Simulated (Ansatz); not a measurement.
# What tensor shear ε_xy = +2.00 % does to CdS

Consider CdS in the zinc blende structure (space group F-43m, No. 216; a = 5.757 Å). Axes: x, y, z lie along the cube axes.

One thing is altered: tensor shear ε_xy = +2.00 % (engineering shear γ = 0.0400); the atoms relax in the strained cell.

Calculations: DFT with LDA, PAW potentials and a 420 eV plane-wave cutoff in Ansatz (a quantum-chemistry and plane-wave program), no SOC. k-mesh 10×10×10 (Γ-centred); smearing 0.05 eV (Fermi–Dirac).

Volume per atom: 23.84 Å³ (base 23.85 Å³)
Space group: Imm2 (No. 44) (base F-43m (No. 216))
Shortest interatomic distance: 4.707 bohr (base 4.710 bohr)
Energy relative to the base (free energy F): +3.3 meV/atom
Pressure (mean of the normal stresses, compression positive): -0.4 kbar (base 0.0 kbar)
Band gap: 0.85 eV (base 0.95 eV)
Gap character: direct at Γ (base direct at Γ)
Valence-band top at Γ (three highest levels, from the VBM): 0.00, -0.09, -0.16 eV (base 0.00, 0.00, 0.00 eV)
Stress (xx, yy, zz, yz, xz, xy; compression positive): (-0.03, -0.03, -0.04, 0.00, 0.00, -1.11) GPa

Whether these cells are dynamically stable was not tested. k-point labels follow each cell's own Brillouin zone.
